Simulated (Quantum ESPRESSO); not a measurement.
Quantum ESPRESSO run on NaCl (Fm-3m, 2 atoms in the cell): self-consistent single point.

Computed with RPBE-D3(0), PseudoDojo standard norm-conserving (PBE) pseudopotentials (plane waves; Quantum ESPRESSO 7.5).

```
CELL_PARAMETERS angstrom
     -2.85665     0.00000     2.85665
      0.00000     2.85665     2.85665
     -2.85665     2.85665     0.00000
ATOMIC_POSITIONS crystal
  Na 0.00000 0.00000 0.00000
  Cl 0.50000 0.50000 0.50000
```

Reference input (self-consistent single point, DFT, LDA (PW92), plane waves, PseudoDojo standard norm-conserving (LDA) pseudopotentials): ecutwfc = 90 Ry; occupations = fixed; potentials = {Na: Na.upf, Cl: Cl.upf}; K_POINTS = automatic 10 10 10 0 0 0; nbnd = 10; conv_thr = 1e-08 Ry; mixing_beta = 0.7. This run's input differs from it in these lines:

```diff
@@ -15,2 +15,6 @@
   nbnd = 10
+  input_dft = 'rpbe'
+  vdw_corr = 'grimme-d3'
+  dftd3_version = 3
+  dftd3_threebody = .false.
 /
```

Its files differ too (potentials: PseudoDojo standard norm-conserving (PBE)).

The program printed (abridged):

```
     Self-consistent Calculation

     iteration #  1     ecut=    90.00 Ry     beta= 0.70

     Threshold (ethr) on eigenvalues was too large:
     Diagonalizing with lowered threshold

     total energy              =    -124.66095420 Ry
     estimated scf accuracy    <       0.06219372 Ry

     iteration #  2     ecut=    90.00 Ry     beta= 0.70

     total energy              =    -124.67725144 Ry
     estimated scf accuracy    <       0.01149343 Ry

     iteration #  3     ecut=    90.00 Ry     beta= 0.70

     total energy              =    -124.67960690 Ry
     estimated scf accuracy    <       0.00028742 Ry

     iteration #  4     ecut=    90.00 Ry     beta= 0.70

     total energy              =    -124.67968120 Ry
     estimated scf accuracy    <       0.00000985 Ry

     iteration #  5     ecut=    90.00 Ry     beta= 0.70

     total energy              =    -124.67968578 Ry
     estimated scf accuracy    <       0.00000297 Ry

     iteration #  6     ecut=    90.00 Ry     beta= 0.70
     End of self-consistent calculation

     highest occupied, lowest unoccupied level (ev):     0.8872    6.1833

!    total energy              =    -124.67968637 Ry
     estimated scf accuracy    <          7.9E-09 Ry

     DFT-D3 Dispersion         =      -0.05306422 Ry

     convergence has been achieved in   6 iterations

     Forces acting on atoms (cartesian axes, Ry/au):

     atom    1 type  1   force =    -0.00000000   -0.00000000    0.00000000
     atom    2 type  2   force =     0.00000000    0.00000000   -0.00000000

     Total force =     0.000000     Total SCF correction =     0.000000

          total   stress  (Ry/bohr**3)                   (kbar)     P=        7.78
   0.00005286   0.00000000   0.00000000            7.78        0.00        0.00
   0.00000000   0.00005286   0.00000000            0.00        7.78        0.00
   0.00000000   0.00000000   0.00005286            0.00        0.00        7.78

   JOB DONE.
```

The run converged in 6 iterations. Against the reference run the pressure goes from -3.11 to 0.78 GPa and the gap on the mesh goes from 4.553 to 5.296 eV.

The starting cell comes from a database of computed structures (which also holds hypothetical and non-ambient phases and stackings), without a prior relaxation at this level. Its lattice was rescaled by a random factor within 2.5 % of one.
